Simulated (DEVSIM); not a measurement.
Device: TaN/SiO2/p-InP capacitor, at 300 K.

| layer (left to right) | material | thickness (nm) | Na (cm⁻³) |
|---|---|---|---|
| 1 | SiO2 | 5.00 | - |
| 2 | InP | 8000 | 6.1e15 |

Metal gate on the left, work function 4.4 eV. Fixed charge at the semiconductor interface -8.6e11 cm⁻² (in units of +e); interface traps 2.7e11 cm⁻² eV⁻¹, uniform in energy, neutral level at 0.7 of the gap above the valence band.

Constants are typed, rounded textbook-type inputs, not results; the design itself was drawn at random and stands for no fabricated device. Values at 300 K; Nc and Nv go as T^1.5, mobilities as T to minus their exponent, the gap by Varshni's rule with the affinity fixed.

| parameter | SiO2 | InP |
|---|---|---|
| gap (eV) | 9 | 1.344 |
| affinity (eV) | 0.9 | 4.38 |
| permittivity | 3.9 | 12.5 |
| Nc (cm⁻³) | - | 5.7e17 |
| Nv (cm⁻³) | - | 1.1e19 |
| Varshni α (eV/K) | - | 0.000363 |
| Varshni β (K) | - | 162 |

Simulated with DEVSIM: 1D Poisson equation in equilibrium, Boltzmann statistics, complete ionisation; no quantum confinement or tunnelling. Metal contacts follow the ideal Schottky-Mott rule: no Fermi-level pinning, no interface dipoles.

Base results: capacitance of the dielectric stack (μF/cm²) 0.691; threshold voltage (band bending 2φF) (V) 0.19; minimum of the low-frequency capacitance (μF/cm²) 0.0623; flat-band voltage (V) -0.98.

Problem. What follows from this one change: temperature 300 → 250 K?

Solution. capacitance of the dielectric stack little changed (0.691 μF/cm²); threshold voltage (band bending 2φF) 0.19 → 0.22 V; minimum of the low-frequency capacitance 0.0623 → 0.0610 μF/cm²; flat-band voltage -0.98 → -1.03 V.

Problem. What follows from this one change: substrate doping 6.1e+15 → 3e+15 cm^-3?

Solution. capacitance of the dielectric stack little changed (0.691 μF/cm²); threshold voltage (band bending 2φF) 0.19 → 0.15 V; minimum of the low-frequency capacitance 0.0623 → 0.0562 μF/cm²; flat-band voltage -0.98 → -0.96 V.

Problem. What follows from this one change: gate work function 4.4 → 4.1 eV?

Solution. capacitance of the dielectric stack little changed (0.691 μF/cm²); threshold voltage (band bending 2φF) 0.19 → -0.11 V; minimum of the low-frequency capacitance little changed (0.0623 μF/cm²); flat-band voltage -0.98 → -1.28 V.

Problem. What follows from this one change: SiO2 thickness 0.005 → 0.0028 μm?

Solution. capacitance of the dielectric stack 0.691 → 1.23 μF/cm²; threshold voltage (band bending 2φF) 0.19 → 0.06 V; minimum of the low-frequency capacitance 0.0623 → 0.0649 μF/cm²; flat-band voltage -0.98 → -1.04 V.

Problem. What follows from this one change: fixed charge -8.6e+11 → 1.15e+11 cm^-2?

Solution. capacitance of the dielectric stack little changed (0.691 μF/cm²); threshold voltage (band bending 2φF) 0.19 → -0.04 V; minimum of the low-frequency capacitance little changed (0.0623 μF/cm²); flat-band voltage -0.98 → -1.20 V.
